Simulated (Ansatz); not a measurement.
# YN, point defects

The parent structure is a 24-atom supercell of YN in the rock salt structure (space group Fm-3m, No. 225) at its relaxed geometry.

```
YN
1.0
    0.00000     4.90605     4.90605
    4.90605    -4.90605     4.90605
    4.90605     4.90605     0.00000
N Y
12 12
Direct
  0.00000   0.00000   0.00000
  0.00000   0.00000   0.50000
  0.16667   0.33333   0.16667
  0.16667   0.33333   0.66667
  0.33333   0.66667   0.33333
  0.33333   0.66667   0.83333
  0.50000   0.00000   0.00000
  0.50000   0.00000   0.50000
  0.66667   0.33333   0.16667
  0.66667   0.33333   0.66667
  0.83333   0.66667   0.33333
  0.83333   0.66667   0.83333
  0.33333   0.16667   0.33333
  0.33333   0.16667   0.83333
  0.50000   0.50000   0.50000
  0.50000   0.50000   0.00000
  0.66667   0.83333   0.66667
  0.66667   0.83333   0.16667
  0.83333   0.16667   0.33333
  0.83333   0.16667   0.83333
  0.00000   0.50000   0.50000
  0.00000   0.50000   0.00000
  0.16667   0.83333   0.66667
  0.16667   0.83333   0.16667
```

One neutral defect a cell, atoms relaxed at fixed cell.

The values are results of PBE (Ansatz, a first-principles code; PAW; 420 eV plane waves; no spin-orbit coupling), earlier PAW set, not measurements.

| change | total moment of the cell | pressure | largest displacement of a host atom from its site in the perfect cell | gap of the supercell |
|---|---|---|---|---|
| perfect supercell | – | 0.0 GPa | – | 0.21 eV |
| N vacancy | 0.0 μB | 0.7 GPa | 0.07 Å | zero |
| Al on a Y site, symmetric start | 0.0 μB | -4.4 GPa | 0.07 Å | 0.39 eV |
| N interstitial (started 1.73 Å from the nearest host atom), symmetric start | 0.1 μB | 4.7 GPa | 0.35 Å | zero |
| Y interstitial (started 1.73 Å from the nearest host atom) | 0.0 μB | 12.3 GPa | 0.55 Å | zero |

The magnetic state is the one reached from the starting moments; the real material's order can differ, and small cells can't hold many antiferromagnetic ones. The cell is small, so the values are those of an ordered compound at a high defect concentration; dilute-limit values will differ. The mesh was chosen for an insulator and is coarse for the gapless case. Defects with a symmetric start kept the site's symmetry and may sit on a saddle; the others started slightly shaken. Seeded moments were not kept for N vacancy, Al on a Y site, N interstitial (started 1.73 Å from the nearest host atom) and Y interstitial (started 1.73 Å from the nearest host atom). The zero or small gap of YN can change with the level of theory.
